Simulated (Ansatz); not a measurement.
An Ansatz (a first-principles code) run: MoS2 with a change (biaxial strain −1.04 %, plane normal [001], relaxed out of plane); PBE-D3(BJ) in Ansatz (plane waves to 420 eV, PAW, without spin-orbit coupling), earlier PAW set.

Input:

Ansatz 0.2 input:
```yaml
crystal:
  lattice:
    - [3.1204282723, 0, 0]
    - [1.5602141361, 2.7023701545, 0]
    - [1.5602141361, -0.9007900515, 6.0290832318]
  atoms:
    - { symbol: Mo, position: [0.9999647024, 0.0000176488, 0.0000529464] }
    - { symbol: S, position: [0.4929376478, 0.7535311761, 0.2605935283] }
    - { symbol: S, position: [0.8404976498, 0.5797511751, 0.7392535253] }
basis: { ecutwfc: 420, ecutrho_ratio: 4, xc_grid: 2, fft_grid_basis: typed }
kpoints: { mp_grid: { grid: [12, 12, 12] } }
hamiltonian:
  xc: pbe
  dispersion: d3bj
  pseudopotentials: { azcp: { folder: ./paw }, kind: paw }
scf: { occupations: { method: fermi_dirac, width: 0.05 } }
relax: { f_tol: 0.005, max_steps: 50, cell: { stress_tol: 0.01, fix: [a, b, gamma] } }
output: { forces: true, stress: true }
checkpoint: { write: state.ck, write_every: 1000 }
```

Output (explanatory and most iteration lines left out):

```
Relaxation: its limit of steps is 50 (relax.max_steps)
Pseudopotential: Mo, paw, valence charge 14
Pseudopotential: S, paw, valence charge 6
Crystal: 3 atoms, lattice volume = 50.841 Å³
Basis set: ecut = 420 eV, 987 PW (Γ), exchange–correlation on 48×48×90 points (8 copies of the dense FFT grid, shifted against one another)
Bands: 17, of which v1, the nominal top of the filled ones, is band 13 counted from 1 (12 counted from 0)
Symmetry: 6 space group operations
Space group: R3m (ITA 160), of the structure as read, at distance tolerance 3.7e-5 Å
k-points: 189 of 1728 (time reversal used)
Functional: x = pbe(κ = 0.804, μ = 0.2195149727645171), c = pbe(β = 0.06672455060314922)
SCF iter   1: F=—  HF=-6764.838267 eV  |F-HF|=—  |Δ(HF+E_count)|=         —  Δρ=6.08e-2  dr2=2.39e0  ethr=3.10e-3  ⟨swp⟩=6.2  Hψ=19631  notcnv=0
SCF iter   2: F=—  HF=-6764.167306 eV  |F-HF|=—  |Δ(HF+E_count)|=   6.71e-1  Δρ=2.61e-2  dr2=6.22e-1  ethr=3.10e-3  ⟨swp⟩=3.0  Hψ=8355  notcnv=0
SCF 1 converged in 7 iterations: F = -6764.074923 eV  dr2 = 3.75e-8
relax step   1: F+E_penalty+E_count = -6764.07492271 eV  Δ(F+E_penalty+E_count) = +0.000e0 eV  max|allowed force component| = 6.570e-2 eV/Å  Δτ_max = 0.0000 Å  P = +2.371 GPa  Ω = 50.841 Å³  fix = [a, b, gamma]  reactions: a +3.253, b +3.253 GPa  (7 SCF iters, dr2 threshold 1.00e-7 eV, accepted)
[... steps on the carried basis left out ...]
relax step   3: F+E_penalty+E_count = -6764.07513077 eV  Δ(F+E_penalty+E_count) = -4.249e-5 eV  max|allowed force component| = 2.919e-4 eV/Å  Δτ_max = 0.0031 Å  P = +2.022 GPa  Ω = 50.862 Å³  energy of the carried Pulay correction = -4.366e-6 eV  fix = [a, b, gamma]  reactions: a +3.034, b +3.034 GPa  (6 SCF iters, dr2 threshold 9.99e-8 eV, accepted)
Crystal: 3 atoms, lattice volume = 50.862 Å³
SCF iter   1: F=—  HF=-6764.075128 eV  |F-HF|=—  |Δ(HF+E_count)|=         —  Δρ=1.66e-5  dr2=2.18e-8  ethr=1.19e-6  ⟨swp⟩=3.3  Hψ=28603  notcnv=0
SCF iter   2: F=—  HF=-6764.075135 eV  |F-HF|=—  |Δ(HF+E_count)|=   7.73e-6  Δρ=9.31e-6  dr2=2.93e-8  ethr=8.39e-11  ⟨swp⟩=4.1  Hψ=8427  notcnv=0
SCF 4 converged in 8 iterations: F = -6764.075136 eV  dr2 = 7.14e-14
SCF converged after 8 iterations
Free energy (F): -6764.075136 eV
Internal energy: -6764.075134 eV  (E = F + TS)
E sigma→0 (E₀):  -6764.075135 eV
Entropy (-TS):   -0.000002 eV (-0.001 meV/atom)
Fermi energy:    12.148911 eV
  E_disp       = -1.341393  (pairwise vdW)
--- Forces (eV/Å), atoms counted from 1 ---
  atom   1  Mo     0.00000000    -0.00000000    -0.00013775
  atom   2  S      0.00000000     0.00000000    -0.00015203
  atom   3  S     -0.00000000     0.00000000     0.00028978
--- Stress (GPa, compression-positive) ---
        3.033897       0.000000       0.000000
        0.000000       3.033897       0.000000
        0.000000       0.000000      -0.002965
  P = ⅓ Tr σ = 2.0216 GPa (20.216 kbar)
--- Relaxed structure (3 steps of the walk, 3 accepted, 1 SCFs on fresh bases) ---
  cell:  # Å, volume = 50.8620 Å³
    - [3.1204282723005856, 2.8867596438791473e-11, 1.725213783416272e-11]
    - [1.5602141361252928, 2.7023701545139267, 8.626019820549483e-12]
    - [1.5602141361252788, -0.9007900514853973, 6.031629795907372]
  atoms:
    - { symbol: Mo, position: [0.9999646177861042, 1.7691106947842476e-5, 5.307332084352743e-5] }
    - { symbol: S, position: [0.49264520922728744, 0.7536773953863563, 0.2610321861590685] }
    - { symbol: S, position: [0.8407901729866079, 0.5796049135066959, 0.738814740520088] }
```

Stability against distortions was not tested. The cell was made from MoS2 in the 3R-MoS2 type structure (space group R3m, No. 160; layered, stacked along the Cartesian z axis) by this change: biaxial strain −1.04 %, plane normal [001], relaxed out of plane.
